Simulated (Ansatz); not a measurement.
BeTe (F-43m), PBEsol with spin-orbit coupling, rigid bands run with Ansatz (an electronic-structure program): band gap 1.54 eV, N_c = 2.45e19 cm⁻³ and N_v = 1.26e19 cm⁻³ at 300 K, conductivity masses of 0.363 mₑ (electrons) and 0.383 mₑ (holes). Take k_BT = 0.02585 eV.

Task: Find the intrinsic carrier density and the intrinsic Fermi level.

Result: n_i = √(N_c N_v) exp(−E_g/2k_BT) = 1.76e19 × exp(−29.78) = 2.0e6 cm⁻³. The level lies (k_BT/2) ln(N_v/N_c) = -9 meV from mid-gap (positive towards the conduction band). Each 0.1 eV added to the gap lowers n_i by a factor of 6.9.

Task: What thermal injection velocity √(2k_BT/πm) limits a ballistic channel?

Result: 8.93e6 cm/s for electrons and 8.69e6 cm/s for holes, a ratio of √(m_h/m_e) = 1.03, for dilute carriers.

Task: What built-in voltage has an abrupt junction with N_A = 1e17 and N_D = 1e18 cm⁻³, all dopants ionised?

Result: V_bi = E_g/e − (k_BT/e) ln(N_c N_v/(N_A N_D)) = 1.54 − 0.02585 × 8.03 = 1.33 V. It follows the computed gap one for one.

Rigid, parabolic bands with the computed gap; masses take one relaxation time for all states.
